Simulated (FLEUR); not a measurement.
Band structure of NbC (Fm-3m, 2 atoms in the cell).

```
NbC
1.0
    0.00000     2.22632     2.22632
    2.22632     0.00000     2.22632
    2.22632     2.22632     0.00000
Nb C
1 1
Direct
  0.00000   0.00000   0.00000
  0.50000   0.50000   0.50000
```

Method of the run: FLEUR with PBE, all-electron FLAPW (FLEUR), scalar-relativistic valence.

Settings: Kmax = 4.4 1/bohr; GmaxXC = 15.4 1/bohr; xcFunctional = pbe; jspins = 1; l_soc = F; mode = hist; fermiSmearingEnergy = 0.00367493 Htr; mesh (inpgen div1-3) = 10 10 10; inpgen gamma flag = true; Gmax = 15.4 1/bohr; numbands = 0; maxIterBroyd = 40; imix = Anderson; alpha = 0.05.

The starting cell comes from a database of computed structures (which also holds hypothetical and non-ambient phases and stackings), without a prior relaxation at this level. Its lattice was rescaled by a random factor within 2.5 % of one. Spin polarisation is off. Values depend on the basis (sphere radii, cutoffs, local orbitals), which need not be converged.

Levels in eV from the Fermi level, bands 5 to 12:
```json
[
 {"point": "Γ", "5": "-13.42", "6": "-1.24", "7": "-1.24", "8": "-1.24", "9": "-0.13", "10": "-0.13", "11": "-0.13", "12": "0.45"},
 {"point": "X", "5": "-12.10", "6": "-4.15", "7": "-3.76", "8": "-1.23", "9": "-1.23", "10": "2.11", "11": "3.39", "12": "3.39"},
 {"point": "W", "5": "-11.27", "6": "-4.59", "7": "-4.32", "8": "-4.32", "9": "1.65", "10": "1.65", "11": "3.40", "12": "5.39"},
 {"point": "K", "5": "-11.36", "6": "-5.11", "7": "-4.14", "8": "-3.45", "9": "-0.22", "10": "2.62", "11": "3.57", "12": "5.76"},
 {"point": "L", "5": "-9.71", "6": "-7.53", "7": "-5.09", "8": "-5.09", "9": "2.27", "10": "2.27", "11": "3.73", "12": "5.90"},
 {"point": "U", "5": "-11.36", "6": "-5.11", "7": "-4.14", "8": "-3.45", "9": "-0.22", "10": "2.62", "11": "3.57", "12": "5.76"}
]
```
